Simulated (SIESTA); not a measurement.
SIESTA is run on TaV (Cmmm, 2 atoms in the cell), and the run fails. The aim is a self-consistent single point with DFT, LDA PW92, numerical atomic orbitals DZP, PseudoDojo LDA standard norm-conserving potentials (rewritten from UPF to PSML).

Cell that was meant: a = 2.8120 Å, b = 2.8120 Å, c = 4.3414 Å, α = 90.00°, β = 90.00°, γ = 110.31°.

Part of the input:

```
  2 +2.00
%endblock DM.InitSpin

MaxSCFIterations             3
SCF.MustConverge             false
SCF.Mixer.Method             Broyden
SCF.Mixer.Weight             0.1
SCF.Mixer.History            6
```

Log, with long lists cut:

```
        iscf     Eharris(eV)        E_KS(eV)     FreeEng(eV)     dDmax    Ef(eV) dHmax(eV)
   scf:    1    -3762.876847    -3775.852902    -3775.853978  0.644638 -4.040157  9.440184
     spin moment: {S} , |S| = {        0.0        0.0    1.04390 }     1.04390
   scf:    2    -3777.922393    -3777.227199    -3777.227138  0.079701 -4.137027  5.673617
     spin moment: {S} , |S| = {        0.0        0.0    1.06396 }     1.06396
   scf:    3    -3778.177525    -3777.717393    -3777.717166  0.036864 -4.298616  4.596456
     spin moment: {S} , |S| = {        0.0        0.0    1.06967 }     1.06967
SCF_NOT_CONV: SCF did not converge  in maximum number of steps.
SCF_NOT_CONV: SCF did not converge  in maximum number of steps.
Geom step, scf iteration, dDmax, dHmax:    0     3      0.036864     0.337833
Geom step, scf iteration, dDmax, dHmax:    0     3      0.036864     0.337833

Using DM_out to compute the final energy and forces

   [... lines left out ...]
siesta: FreeEng =     -3777.717166
siesta: Cell volume =         32.194676 Ang**3
siesta:         -70.28347307        -70.28347307  kBar
   [... lines left out ...]
              0.080   0.482   0.483   0.457   0.546   0.449  -0.075  -0.111

             -0.078  -0.124  -0.085

Species: V
Atom  Qatom  Qorb
               3s      4s      4s      3py     3pz     3px     4py     4pz
               4px     3dxy    3dyz    3dz2    3dxz    3dx2-y2 3dxy    3dyz
               3dz2    3dxz    3dx2-y2
   2  5.953   0.965   0.345  -0.013   1.013   0.999   1.003   0.151   0.163
              0.166   0.258   0.234   0.281   0.290   0.270  -0.044  -0.016

             -0.040  -0.030  -0.043

mulliken: Qtot =       12.465

Mulliken Atomic Populations:
Atom #   charge [q] valence [e]      Sz [e]  Species
     1     0.074404   12.925596   -0.098918  Ta
     2    -0.074404   13.074404    1.168593  V
 Total    -0.000000                1.069675
```

Q: What caused this, and what should be changed?

A: The fault is an iteration limit that is too low, with the stop on failure switched off. The program then goes on with a density that is not self-consistent. To fix it, raise the limit and let the run stop on failure. The run ended unconverged after 3 iterations.

The sound input it was made from differs as follows (other fixes are possible):
```diff
-MaxSCFIterations             3
-SCF.MustConverge             false
+MaxSCFIterations             150
```

With that input, the run converged in 24 iterations: free energy E − TS -3778.5902 eV; Fermi level (on the code's own zero) -5.02 eV; pressure -16.03 GPa; size of the cell's spin moment 0.00 μB (DFT, LDA PW92, numerical atomic orbitals DZP, PseudoDojo LDA standard norm-conserving potentials (rewritten from UPF to PSML)).

On the sound input: the starting cell comes from a database of computed structures (which also holds hypothetical and non-ambient phases and stackings), without a prior relaxation at this level. The starting moments vanished: the run ended non-magnetic, which need not be the lowest state. Values carry the incompleteness of an atom-centred basis. With a pressure of about -16 GPa the cell is away from its equilibrium volume at this level.
